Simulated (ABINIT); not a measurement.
Input and output of a self-consistent single point for GaCuGeSe4 (I-4, 7 atoms in the cell) (ABINIT).

Method of the run: PBEsol, PAW (JTH v2.0 PBE PAW, files made for PBE) (plane waves; ABINIT 10.0.3).

The change in words: lattice scaled by 0.98. Reference geometry:
```
CELL_PARAMETERS angstrom
     -2.75320     2.75320     5.40529
      2.75320    -2.75320     5.40529
      2.75320     2.75320    -5.40529
ATOMIC_POSITIONS crystal
  Ga 0.50000 0.50000 0.00000
  Cu 0.25000 0.75000 0.50000
  Ge 0.75000 0.25000 0.50000
  Se 0.11400 0.11832 0.47142
  Se 0.88168 0.35310 0.99568
  Se 0.64690 0.64258 0.52858
  Se 0.35742 0.88600 0.00432
```

Reference input (self-consistent single point, DFT, PBEsol, plane waves, PAW (JTH v2.0 PBE PAW, files made for PBE)): pseudos = [Ga.GGA_PBE-JTH.xml, Cu.GGA_PBE-JTH.xml, Ge.GGA_PBE-JTH.xml, Se.GGA_PBE-JTH.xml]; ecut = 60 Ry; pawecutdg = 120 Ry; pawxcdev = 0; ixc = -116133; occopt = 1; ngkpt = 3 3 3; nshiftk = 1; shiftk = 0 0 0; potentials = JTH v2.0 PBE PAW; nband = 37; kptopt = 1. This run's input differs from it in these lines:

```diff
@@ -3,7 +3,7 @@
 pseudos "Ga.GGA_PBE-JTH.xml, Cu.GGA_PBE-JTH.xml, Ge.GGA_PBE-JTH.xml, Se.GGA_PBE-JTH.xml"
-acell 6.6616349693 6.6616349693 6.6616349693 Angstrom
+acell 6.5284021076 6.5284021076 6.5284021076 Angstrom
 rprim
-        -0.4132919340    0.4132919340    0.8114059123
-         0.4132919340   -0.4132919340    0.8114059123
-         0.4132919340    0.4132919340   -0.8114059123
+        -0.4132919443    0.4132919443    0.8114059019
+         0.4132919443   -0.4132919443    0.8114059019
+         0.4132919443    0.4132919443   -0.8114059019
 natom 7
@@ -22,2 +22,3 @@
 pawecutdg 120 Ry
+pawovlp -1
 pawxcdev 0
```

The program printed (abridged):

```
--- !BeginCycle
solver: {iscf: 17, nstep: 60, nline: 4, wfoptalg: 10, }
tolerances: {tolvrs: 1.00E-11, }
...

     iter   Etot(hartree)      deltaE(h)  residm     nres2
 ETOT  1  -407.40420966843    -4.074E+02 3.466E+00 1.066E+02
 ETOT  2  -411.27214246105    -3.868E+00 8.074E-02 2.429E+02
 ETOT  3  -410.88355943435     3.886E-01 4.951E-02 1.718E+01
 ETOT  4  -410.88478174307    -1.222E-03 1.184E-02 1.540E+00
 ETOT  5  -410.89071401390    -5.932E-03 1.575E-02 4.859E+00
   [... 15 lines left out ...]
 ETOT 21  -410.88845726854     5.912E-12 4.247E-05 7.519E-11
 ETOT 22  -410.88845726854     2.785E-12 6.369E-05 1.588E-11
 ETOT 23  -410.88845726853     1.364E-12 2.712E-05 2.040E-11
 ETOT 24  -410.88845726854    -5.514E-12 4.098E-05 7.775E-13
 At SCF step   24       nres2   =  7.77E-13 < tolvrs=  1.00E-11 =>converged.

 Cartesian components of stress tensor (hartree/bohr^3)
  sigma(1 1)= -1.29110579E-04  sigma(3 2)=  0.00000000E+00
  sigma(2 2)= -1.29110579E-04  sigma(3 1)=  0.00000000E+00
  sigma(3 3)= -1.20195203E-04  sigma(2 1)=  0.00000000E+00

 ----iterations are completed or convergence reached----

 reduced coordinates (array xred) for    7 atoms
       0.500000000000      0.500000000000      0.000000000000
       0.250000000000      0.750000000000      0.500000000000
       0.750000000000      0.250000000000      0.500000000000
       0.114000000000      0.118320000000      0.471420000000
       0.881680000000      0.353100000000      0.995680000000
       0.646900000000      0.642580000000      0.528580000000
   [... lines left out ...]
 Fermi (or HOMO) energy (hartree) =   0.08546   Average Vxc (hartree)=  -0.36133
 Fermi (or HOMO) energy (eV) =   2.32542   Average Vxc (eV)=  -9.83217
   [... lines left out ...]
local_psp           : -3.43392631196825E+02
total_energy        : -4.10888457129737E+02
total_energy_eV     : -1.11808435306004E+04
...

-Cartesian components of stress tensor (GPa)         [Pressure=  3.7111E+00 GPa]
- sigma(1 1)= -3.79856375E+00  sigma(3 2)=  0.00000000E+00
- sigma(2 2)= -3.79856375E+00  sigma(3 1)=  0.00000000E+00
- sigma(3 3)= -3.53626437E+00  sigma(2 1)=  0.00000000E+00

 Calculation completed.
```

The run converged in 24 iterations. Against the reference run the free energy goes up by 12.3 meV/atom, the pressure goes from -0.70 to 3.71 GPa, the largest force goes from 0.190 to 0.582 eV/Å and the gap on the mesh goes from 0.796 to 1.047 eV.

The starting cell comes from a database of computed structures (which also holds hypothetical and non-ambient phases and stackings), without a prior relaxation at this level. For this run, on top of that: lattice scaled by 0.98. The potentials were made for another functional than the one used. With a pressure of about 4 GPa the cell is away from its equilibrium volume at this level.

Cost on one core of a shared machine: roughly 5 min.
